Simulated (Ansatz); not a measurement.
## What 2 layers does to SrO

Take SrO in the rock salt structure (space group Fm-3m, No. 225; a = 5.160 Å) as the base. Axes: x, y, z lie along the cube axes.

It is then changed as follows: a free-standing slab of 2 layers (4 atoms, 2 a layer) is cut normal to the z axis, with 15 Å of vacuum and the in-plane cell held at bulk.

Computed with Kohn–Sham DFT with the r2SCAN functional, run in Ansatz (a quantum-chemistry and plane-wave program) with PAW and 500 eV plane waves, no spin-orbit coupling, earlier PAW set. Settings: 9×9×1 k-points, 0.05 eV Fermi–Dirac smearing, for the changed cell.

| quantity | base | changed | shift |
|---|---|---|---|
| layer's space group (with vacuum) | – | P4/nmm (No. 129) | – |
| shortest interatomic distance | 2.580 Å | 2.429 Å | -0.151 Å |
| band gap | 3.80 eV | 2.61 eV | -1.19 eV |
| gap character | – | direct at Γ | – |
| valence-band top at Γ (three highest levels, from the VBM) | 0.00, 0.00, 0.00 eV | 0.00, 0.00, -0.15 eV | – |
| excess energy per area of both faces (slab less bulk energy over the cell's area: twice a surface energy) | – | 1.19 J/m² | – |
| thickness between the outermost nuclei | – | 2.52 Å | – |

Final structure:

```yaml
crystal:
  lattice:
    - [3.64885, 0.00000, 0.00000]
    - [0.00000, 3.64885, 0.00000]
    - [0.00000, 0.00000, 17.58012]
  atoms:
    - { symbol: O, position: [0.25000, 0.75000, 0.43362] }
    - { symbol: Sr, position: [0.75000, 0.25000, 0.42819] }
    - { symbol: O, position: [0.75000, 0.25000, 0.56638] }
    - { symbol: Sr, position: [0.25000, 0.75000, 0.57181] }
```

Cost of the whole job for the changed cell (relaxation, final SCF and bands): roughly 80 core-seconds.

Slab and bulk use different k-meshes, which limits the precision of the excess energy. No phonon test of stability was made. k-point labels follow each cell's own Brillouin zone.
